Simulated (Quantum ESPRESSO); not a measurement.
A self-consistent single point of BaZn (Pm-3m, 2 atoms in the cell) with Quantum ESPRESSO.

Level of theory: LDA (PZ), GBRV 1.5 ultrasoft (LDA) pseudopotentials (plane waves; Quantum ESPRESSO).

```
BaZn
1.0
    4.12419     0.00000     0.00000
    0.00000     4.12419     0.00000
    0.00000     0.00000     4.12419
Ba Zn
1 1
Direct
  0.00000   0.00000   0.00000
  0.50000   0.50000   0.50000
```

Reference input (self-consistent single point, DFT, LDA (PZ), plane waves, GBRV 1.5 ultrasoft (LDA) pseudopotentials): ecutwfc = 50 Ry; ecutrho = 250 Ry; occupations = smearing; smearing = fermi-dirac; degauss = 0.0073499 Ry; potentials = {Ba: ba_lda_v1.uspp.F.UPF, Zn: zn_lda_v1.uspp.F.UPF}; K_POINTS = automatic 7 7 7 0 0 0; conv_thr = 1e-11 Ry; mixing_beta = 0.4. This run's input differs from it in these lines:

```diff
@@ -29,3 +29,3 @@
 K_POINTS {automatic}
-7 7 7  0 0 0
+5 5 5  0 0 0
 CELL_PARAMETERS {angstrom}
```

Output, abridged:

```
     Self-consistent Calculation

     iteration #  1     ecut=    50.00 Ry     beta= 0.40

     Threshold (ethr) on eigenvalues was too large:
     Diagonalizing with lowered threshold

     negative rho (up, down):  9.423E-02 0.000E+00

     total energy              =    -531.58779895 Ry
     estimated scf accuracy    <       0.04704506 Ry

     iteration #  2     ecut=    50.00 Ry     beta= 0.40

     negative rho (up, down):  9.280E-02 0.000E+00

     total energy              =    -531.60186735 Ry
     estimated scf accuracy    <       0.00985361 Ry

     iteration #  3     ecut=    50.00 Ry     beta= 0.40

     negative rho (up, down):  9.032E-02 0.000E+00

     total energy              =    -531.60280124 Ry
     estimated scf accuracy    <       0.00088047 Ry

   [... 8 blocks of this kind left out ...]

     iteration # 12     ecut=    50.00 Ry     beta= 0.40

     negative rho (up, down):  8.959E-02 0.000E+00

     total energy              =    -531.60296335 Ry
     estimated scf accuracy    <          3.3E-11 Ry

     iteration # 13     ecut=    50.00 Ry     beta= 0.40

     negative rho (up, down):  8.959E-02 0.000E+00
     End of self-consistent calculation

     the Fermi energy is     7.8503 ev

!    total energy              =    -531.60296335 Ry
     estimated scf accuracy    <          1.0E-14 Ry
     smearing contrib. (-TS)   =      -0.00459918 Ry
     internal energy E=F+TS    =    -531.59836417 Ry

     convergence has been achieved in  13 iterations

     negative rho (up, down):  8.959E-02 0.000E+00

     Forces acting on atoms (cartesian axes, Ry/au):

     atom    1 type  1   force =     0.00000000    0.00000000    0.00000000
     atom    2 type  2   force =     0.00000000    0.00000000    0.00000000

     Total force =     0.000000     Total SCF correction =     0.000000

     negative rho (up, down):  8.959E-02 0.000E+00
          total   stress  (Ry/bohr**3)                   (kbar)     P=      -30.29
  -0.00020589   0.00000000   0.00000000          -30.29        0.00        0.00
   0.00000000  -0.00020589   0.00000000            0.00      -30.29        0.00
   0.00000000   0.00000000  -0.00020589            0.00        0.00      -30.29

   JOB DONE.
```

The run converged in 13 iterations. Against the reference run the free energy rises by 8.8 meV/atom and the pressure goes from -3.16 to -3.03 GPa.

The starting cell comes from a database of computed structures (which also holds hypothetical and non-ambient phases and stackings), without a prior relaxation at this level. Its lattice was rescaled by a random factor within 2.5 % of one. With a pressure of about -3 GPa the cell is away from its equilibrium volume at this level.
